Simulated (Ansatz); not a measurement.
## A computed series for hypothetical bcc (W type) B: pressure series

Start from B in the bcc (W type) structure (space group Im-3m, No. 229; a = 2.3067 Å; a hypothetical phase, not in the database extracts checked).

Cell and atoms are relaxed at each pressure.

Calculations: Kohn–Sham DFT with the PBE functional, run in Ansatz (an electronic-structure program) with PAW and 420 eV plane waves, no SOC.

Two rows of this table had their results exchanged by mistake.

```
pressure          volume per atom (Å³)  shortest distance (Å)  band gap
----------------  --------------------  ---------------------  --------
pressure −2 GPa                   6.19                  2.003      zero
pressure −1 GPa                   6.16                  2.000      zero
pressure 0.3 GPa                  5.90                  1.971      zero
pressure 0.7 GPa                  6.12                  1.996      zero
pressure 1.5 GPa                  6.10                  1.993      zero
pressure 3 GPa                    6.06                  1.989      zero
pressure 5 GPa                    6.01                  1.984      zero
pressure 7.5 GPa                  5.95                  1.978      zero
pressure 10 GPa                   6.13                  1.997      zero
```

**Question.** Which two?

**Answer.** The rows for pressure 0.3 GPa and pressure 10 GPa: the volume has to fall steadily with pressure, so 6.13 Å³ belongs to pressure 0.3 GPa and 5.90 Å³ to pressure 10 GPa.

Load acts through the strain it causes; cell and atoms are relaxed under it. Whether these cells are dynamically stable was not tested. No other phases were tried under pressure.
